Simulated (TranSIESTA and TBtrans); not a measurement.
Run with TranSIESTA and TBtrans (open boundaries, self-consistent; PseudoDojo norm-conserving potentials, scalar-relativistic): PAO.BasisSize DZP, PAO.EnergyShift 0.15 eV, XC.Authors PBE, Mesh.Cutoff 200 Ry, ElectronicTemperature 300 K, TS.Voltage 0.0 eV, TBT.Elecs.Eta 0.001 eV, no spin polarisation.

Device: Si chain with one bond stretched by 0.6 Å. Leads: straight Si chain, spacing 2.137 Å. Geometry: as built, not relaxed.

Question: Predict: conductance at 300 K (G0 = 2e²/h); mean T from −0.5 to 0.5 eV.

Answer: conductance at 300 K (G0 = 2e²/h): 1.75; mean T from −0.5 to 0.5 eV: 1.65. The straight chain is held at its spacing; free chains may zigzag or dimerise. No spin-polarised start was tried, so a magnetic state, if there is one, is missed.
